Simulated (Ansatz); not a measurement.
The structure below was relaxed with PBEsol (Ansatz, a quantum-chemistry and plane-wave program, PAW, no spin-orbit coupling).

Space group F-43m (No. 216); a = 7.322 Å, b = 7.322 Å, c = 7.322 Å, α = 90.00°, β = 90.00°, γ = 90.00°

| atom | site | symmetry | x | y | z |
|---|---|---|---|---|---|
| I | 4c | -43m | 0.2500 | 0.2500 | 0.2500 |
| Sn | 4a | -43m | 0.0000 | 0.0000 | 0.0000 |

Question: Write out a cell with all atoms.

Answer: 
```xyz
8
Lattice="7.3217 0.0000 0.0000 0.0000 7.3217 0.0000 0.0000 0.0000 7.3217" Properties=species:S:1:pos:R:3 pbc="T T T"
I      1.8304     1.8304     1.8304
Sn     0.0000     0.0000     0.0000
I      1.8304     5.4913     5.4913
Sn     0.0000     3.6608     3.6608
I      5.4913     1.8304     5.4913
Sn     3.6608     0.0000     3.6608
I      5.4913     5.4913     1.8304
Sn     3.6608     3.6608     0.0000
```
This is the conventional cell.

Stability against distortions was not tested. All final runs are without spin polarisation. An odd electron count without spin: SnI. The cell was made from CuI by this change: Cu → Sn; the result is a hypothetical phase, not in the database extracts checked.
